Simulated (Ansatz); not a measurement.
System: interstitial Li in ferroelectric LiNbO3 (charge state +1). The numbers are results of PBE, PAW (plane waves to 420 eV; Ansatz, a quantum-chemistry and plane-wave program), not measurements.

120-site cell at the relaxed PBE lattice, the Γ point alone, smearing 0.01 eV, spin-restricted, no finite-size correction. Energies are static. The charge state is imposed; whether it is stable for some Fermi level was not computed. Sites that were not tried may lie lower.

Barriers: single points on a 2×2×2 k-point mesh shifted by half a step along c at the bands' geometries.

Relaxed starting cell (atoms counted from 1):

```yaml
crystal:
  lattice:
    - [10.38111, 0.00000, 0.00000]
    - [-5.19055, 8.99030, 0.00000]
    - [0.00000, 0.00000, 14.01469]
  atoms:
    - { symbol: Li, position: [0.99863, 0.99935, 0.21855] }
    - { symbol: Li, position: [0.99841, 0.49873, 0.21825] }
    - { symbol: Li, position: [0.49821, 0.99960, 0.21822] }
    - { symbol: Li, position: [0.49923, 0.49978, 0.21826] }
    - { symbol: Li, position: [0.33142, 0.16522, 0.05273] }
    - { symbol: Li, position: [0.33197, 0.66608, 0.05185] }
    - { symbol: Li, position: [0.83284, 0.16639, 0.05272] }
    - { symbol: Li, position: [0.83163, 0.66657, 0.05273] }
    - { symbol: Nb, position: [0.16600, 0.33374, 0.16634] }
    - { symbol: Nb, position: [0.16561, 0.83203, 0.16633] }
    - { symbol: Nb, position: [0.66527, 0.33270, 0.16079] }
    - { symbol: Nb, position: [0.66427, 0.83240, 0.16631] }
    - { symbol: Nb, position: [0.33191, 0.16568, 0.33304] }
    - { symbol: Nb, position: [0.33197, 0.66608, 0.33257] }
    - { symbol: Nb, position: [0.83228, 0.16631, 0.33303] }
    - { symbol: Nb, position: [0.83165, 0.66613, 0.33302] }
    - { symbol: O, position: [0.01896, 0.35745, 0.10409] }
    - { symbol: O, position: [0.01791, 0.85677, 0.10454] }
    - { symbol: O, position: [0.51638, 0.35543, 0.10151] }
    - { symbol: O, position: [0.51736, 0.85661, 0.10406] }
    - { symbol: O, position: [0.33709, 0.48063, 0.10406] }
    - { symbol: O, position: [0.33634, 0.97902, 0.10404] }
    - { symbol: O, position: [0.83689, 0.48159, 0.10152] }
    - { symbol: O, position: [0.83670, 0.98007, 0.10453] }
    - { symbol: O, position: [0.00234, 0.19016, 0.27075] }
    - { symbol: O, position: [0.00330, 0.68956, 0.27193] }
    - { symbol: O, position: [0.50279, 0.19101, 0.26783] }
    - { symbol: O, position: [0.50331, 0.69006, 0.27076] }
    - { symbol: O, position: [0.14123, 0.16130, 0.10453] }
    - { symbol: O, position: [0.14136, 0.66089, 0.10408] }
    - { symbol: O, position: [0.64255, 0.16106, 0.10151] }
    - { symbol: O, position: [0.64052, 0.66162, 0.10405] }
    - { symbol: O, position: [0.18465, 0.49470, 0.27077] }
    - { symbol: O, position: [0.18565, 0.99560, 0.27076] }
    - { symbol: O, position: [0.68610, 0.49518, 0.26784] }
    - { symbol: O, position: [0.68412, 0.99471, 0.27188] }
    - { symbol: O, position: [0.30841, 0.31384, 0.27193] }
    - { symbol: O, position: [0.30793, 0.81337, 0.27073] }
    - { symbol: O, position: [0.80695, 0.31189, 0.26785] }
    - { symbol: O, position: [0.80785, 0.81235, 0.27072] }
    - { symbol: Li, position: [0.33165, 0.16525, 0.55420] }
    - { symbol: Li, position: [0.33207, 0.66610, 0.55330] }
    - { symbol: Li, position: [0.83269, 0.16654, 0.55429] }
    - { symbol: Li, position: [0.83149, 0.66639, 0.55419] }
    - { symbol: Li, position: [0.16546, 0.33225, 0.38518] }
    - { symbol: Li, position: [0.16466, 0.83263, 0.38515] }
    - { symbol: Li, position: [0.66520, 0.33261, 0.35193] }
    - { symbol: Li, position: [0.66571, 0.83332, 0.38517] }
    - { symbol: Nb, position: [0.99857, 0.99933, 0.49917] }
    - { symbol: Nb, position: [0.99968, 0.49916, 0.50002] }
    - { symbol: Nb, position: [0.49741, 0.99843, 0.50003] }
    - { symbol: Nb, position: [0.49886, 0.50055, 0.50000] }
    - { symbol: Nb, position: [0.16504, 0.33176, 0.66617] }
    - { symbol: Nb, position: [0.16462, 0.83297, 0.66617] }
    - { symbol: Nb, position: [0.66525, 0.33266, 0.67961] }
    - { symbol: Nb, position: [0.66626, 0.83337, 0.66616] }
    - { symbol: O, position: [0.35110, 0.02316, 0.43747] }
    - { symbol: O, position: [0.35136, 0.52225, 0.43708] }
    - { symbol: O, position: [0.85080, 0.02428, 0.43764] }
    - { symbol: O, position: [0.84180, 0.51198, 0.43851] }
    - { symbol: O, position: [0.17134, 0.14717, 0.43770] }
    - { symbol: O, position: [0.16873, 0.64668, 0.43705] }
    - { symbol: O, position: [0.66801, 0.15628, 0.43849] }
    - { symbol: O, position: [0.66988, 0.64690, 0.43742] }
    - { symbol: O, position: [0.33561, 0.35582, 0.60314] }
    - { symbol: O, position: [0.33814, 0.85962, 0.60395] }
    - { symbol: O, position: [0.83021, 0.35678, 0.60350] }
    - { symbol: O, position: [0.83720, 0.85683, 0.60378] }
    - { symbol: O, position: [0.48610, 0.32997, 0.43844] }
    - { symbol: O, position: [0.47576, 0.82926, 0.43707] }
    - { symbol: O, position: [0.97487, 0.32811, 0.43746] }
    - { symbol: O, position: [0.97372, 0.82664, 0.43764] }
    - { symbol: O, position: [0.01756, 0.16081, 0.60379] }
    - { symbol: O, position: [0.01808, 0.66241, 0.60314] }
    - { symbol: O, position: [0.52443, 0.16769, 0.60349] }
    - { symbol: O, position: [0.51940, 0.65983, 0.60395] }
    - { symbol: O, position: [0.13836, 0.47861, 0.60392] }
    - { symbol: O, position: [0.14119, 0.98045, 0.60381] }
    - { symbol: O, position: [0.64113, 0.47351, 0.60348] }
    - { symbol: O, position: [0.64221, 0.97988, 0.60312] }
    - { symbol: Li, position: [0.16615, 0.33372, 0.88551] }
    - { symbol: Li, position: [0.16549, 0.83183, 0.88551] }
    - { symbol: Li, position: [0.66539, 0.33277, 0.89449] }
    - { symbol: Li, position: [0.66424, 0.83250, 0.88554] }
    - { symbol: Li, position: [0.99864, 0.99937, 0.71762] }
    - { symbol: Li, position: [0.00070, 0.50062, 0.71878] }
    - { symbol: Li, position: [0.49781, 0.99733, 0.71874] }
    - { symbol: Li, position: [0.49732, 0.50026, 0.71880] }
    - { symbol: Nb, position: [0.32886, 0.16408, 0.83457] }
    - { symbol: Nb, position: [0.33199, 0.66605, 0.83210] }
    - { symbol: Nb, position: [0.83394, 0.16489, 0.83458] }
    - { symbol: Nb, position: [0.83310, 0.66914, 0.83458] }
    - { symbol: Nb, position: [0.99864, 0.99937, 0.00149] }
    - { symbol: Nb, position: [0.00040, 0.50033, 0.99877] }
    - { symbol: Nb, position: [0.49783, 0.99764, 0.99875] }
    - { symbol: Nb, position: [0.49766, 0.50016, 0.99876] }
    - { symbol: O, position: [0.18383, 0.18970, 0.77056] }
    - { symbol: O, position: [0.18516, 0.69080, 0.76951] }
    - { symbol: O, position: [0.68200, 0.18686, 0.77382] }
    - { symbol: O, position: [0.68568, 0.68968, 0.77035] }
    - { symbol: O, position: [0.00190, 0.31231, 0.77033] }
    - { symbol: O, position: [0.00373, 0.81412, 0.77056] }
    - { symbol: O, position: [0.50271, 0.31603, 0.77378] }
    - { symbol: O, position: [0.50354, 0.81286, 0.76948] }
    - { symbol: O, position: [0.17006, 0.02416, 0.93782] }
    - { symbol: O, position: [0.17087, 0.52300, 0.93635] }
    - { symbol: O, position: [0.66907, 0.02102, 0.93719] }
    - { symbol: O, position: [0.67021, 0.52433, 0.93781] }
    - { symbol: O, position: [0.30721, 0.49448, 0.76947] }
    - { symbol: O, position: [0.30828, 0.99610, 0.77034] }
    - { symbol: O, position: [0.81109, 0.49521, 0.77381] }
    - { symbol: O, position: [0.80829, 0.99424, 0.77056] }
    - { symbol: O, position: [0.34982, 0.32890, 0.93720] }
    - { symbol: O, position: [0.35003, 0.82713, 0.93635] }
    - { symbol: O, position: [0.85202, 0.32776, 0.93781] }
    - { symbol: O, position: [0.85199, 0.82792, 0.93781] }
    - { symbol: O, position: [0.47364, 0.14601, 0.93777] }
    - { symbol: O, position: [0.47497, 0.64797, 0.93635] }
    - { symbol: O, position: [0.97386, 0.14602, 0.93781] }
    - { symbol: O, position: [0.97697, 0.64816, 0.93722] }
    - { symbol: Li, position: [0.66541, 0.33279, 0.50194] }
```
Cell charge +1.

End state 1 differs by these moves (Å; atoms that move under 0.08 Å are left out):

| atom | element | Δx | Δy | Δz |
|---|---|---|---|---|
| 41 | Li | -2.60 | 1.51 | -0.73 |
| 45 | Li | 0.00 | 0.00 | -0.47 |
| 47 | Li | 0.00 | 0.00 | 0.47 |
| 53 | Nb | 0.00 | 0.01 | 0.19 |
| 55 | Nb | 0.00 | -0.01 | -0.19 |
| 58 | O | -0.05 | -0.09 | 0.02 |
| 60 | O | 0.05 | 0.09 | -0.02 |
| 61 | O | -0.08 | 0.08 | 0.01 |
| 63 | O | 0.08 | -0.08 | -0.01 |
| 69 | O | -0.11 | -0.02 | -0.01 |
| 71 | O | 0.11 | 0.02 | 0.01 |
| 81 | Li | 0.00 | -0.01 | 0.13 |
| 83 | Li | 0.00 | 0.01 | -0.13 |
| 121 | Li | -2.59 | -1.49 | 0.73 |

Question: What is the computed forward and backward barriers to end state 1 (PBE, PAW)?

Answer: forward 0.98 eV, backward 0.98 eV; at the saddle point atom 41 has neighbours Li at 2.24; 2 O at 1.83, O at 1.94, O at 2.17 Å. The saddle point's order was not checked.
